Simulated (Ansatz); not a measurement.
Given:

```
CELL_PARAMETERS angstrom
      0.00000     1.76956     1.76956
      1.76956     0.00000     1.76956
      1.76956     1.76956     0.00000
ATOMIC_POSITIONS crystal
  Cu 0.00000 0.00000 0.00000
```

No spin polarisation.

All numbers come from PBE (Ansatz, a program for electronic structure; PAW; 420 eV plane waves; scalar-relativistic without spin-orbit coupling). Γ-centred 31×31×31 mesh, Fermi–Dirac width 0.1 eV.

Task: Predict the band gap, pressure and space group.

Result: 
```json
{
  "band_gap": "zero",
  "pressure": "13.0 GPa",
  "space_group": "Fm-3m (No. 225)"
}
```

The cells carry an imposed strain or load. Stability against distortions was not tested. All final runs are without spin polarisation. The cell was made from Cu in the fcc (Cu type) structure (space group Fm-3m, No. 225) by this change: isotropic strain −2.50 %.
